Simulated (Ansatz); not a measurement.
# Response to strain in SiC

Base system: SiC in the wurtzite structure (space group P6_3mc, No. 186; a = 3.0760 Å, c = 5.0478 Å). Axes: x lies along a and z along c of the hexagonal cell.

Strains are applied to the cell and any free atomic positions relax.

All numbers come from PBEsol/PAW in Ansatz (an electronic-structure program), without spin-orbit coupling.

Notes on the quantities. pressure: mean of the normal stresses, compression positive.

```csv
change,electron mass,smallest direct gap,pressure
base,"0.26 mₑ along c, 0.43 mₑ across (at K)",3.86 eV,0.00 GPa
uniaxial strain ε_zz = +0.60 %,"0.27 mₑ along z, 0.44 mₑ across (at K)",3.89 eV,-1.30 GPa
uniaxial strain ε_zz = +1.80 %,"0.27 mₑ along z, 0.43 mₑ across (at K)",3.96 eV,-3.76 GPa
uniaxial strain ε_zz = +2.40 %,"0.27 mₑ along z, 0.43 mₑ across (at K)",4.00 eV,-4.92 GPa
uniaxial strain ε_zz = +3.00 %,"0.27 mₑ along z, 0.43 mₑ across (at K)",4.03 eV,-6.04 GPa
```

Masses are band curvatures over ±0.01 Å⁻¹ around the edge. Stability against distortions was not tested.
